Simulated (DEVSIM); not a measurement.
Device: Cr/Al2O3/p-In0.53Ga0.47As capacitor, at 250 K.

Layer 1 from the left is Al2O3, thickness (nm) 9.90. Layer 2 from the left is In0.53Ga0.47As, thickness (nm) 8500, Na (cm⁻³) 4.4e15.

Metal gate on the left, work function 4.5 eV. Fixed charge at the semiconductor interface 0 cm⁻² (in units of +e); no interface traps.

This is a model device: material constants are rounded textbook-type values typed into the input, and sizes, dopings and lifetimes were drawn at random. Values at 300 K; Nc and Nv go as T^1.5, mobilities as T to minus their exponent, the gap by Varshni's rule with the affinity fixed.

Al2O3: gap (eV) 6.8, affinity (eV) 1.35, permittivity 9. In0.53Ga0.47As: gap (eV) 0.74, affinity (eV) 4.51, permittivity 13.9, Nc (cm⁻³) 2.1e17, Nv (cm⁻³) 7.7e18, Varshni α (eV/K) 0.00035, Varshni β (K) 190.

Estimate by hand the flat-band voltage, the threshold voltage, and compare with a numerical solution.


- Flat-band voltage: C = 0.805 μF/cm², work-function difference -0.610 V; VFB = φms − qNf/C = -0.61 V; numerical -0.61 V.
- Threshold voltage: φF = 0.261 V, depletion charge √(4εqNφF) = 3.01e-8 C/cm²; VT = VFB + 2φF + Qd/C = -0.05 V; numerical -0.05 V.

Model (solved in DEVSIM): 1D Poisson equation in equilibrium, Boltzmann statistics, complete ionisation; no quantum confinement or tunnelling. Metal contacts follow the ideal Schottky-Mott rule: no Fermi-level pinning, no interface dipoles.
